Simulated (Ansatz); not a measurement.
An Ansatz (an electronic-structure program) input (PBEsol (Ansatz; PAW; 420 eV plane waves; no spin-orbit coupling)):

Ansatz 0.2 input:
```yaml
crystal:
  lattice:
    - [4.2558965027, 0, 0]
    - [0, 4.2558965027, 0]
    - [0, 0, 4.1430190905]
  atoms:
    - { symbol: Ba, position: [0, 0, 0] }
    - { symbol: Zr, position: [0.5, 0.5, 0.5] }
    - { symbol: O, position: [0.5, 0, 0.5] }
    - { symbol: O, position: [0, 0.5, 0.5] }
    - { symbol: O, position: [0.5, 0.5, 0] }
basis: { ecutwfc: 420, ecutrho_ratio: 4, xc_grid: 2, fft_grid_basis: typed }
kpoints: { mp_grid: { grid: [8, 8, 8] } }
hamiltonian:
  xc: pbesol
  dispersion: none
  pseudopotentials: { kind: paw }
scf: { occupations: { method: fermi_dirac, width: 0.05 } }
relax: { f_tol: 0.005, max_steps: 50, cell: { stress_tol: 0.01, fix: [a, b, gamma] } }
output: { forces: true, stress: true }
checkpoint: { write: state.ck, write_every: 1000 }
```

Q: Which symmetry and how many k-points will the program report, and about how many plane waves at Γ?

A: Space group P4/mmm (ITA 123) with 16 operations, k-points 75 of 512, and 1437 plane waves at Γ.

Q: And the final pressure?

A: -3.96 GPa (compression positive).

The cells carry an imposed strain or load. Whether these cells are dynamically stable was not tested. The cell was made from BaZrO₃ in the cubic perovskite structure (space group Pm-3m, No. 221) by this change: biaxial strain +1.80 %, plane normal [001], relaxed out of plane.
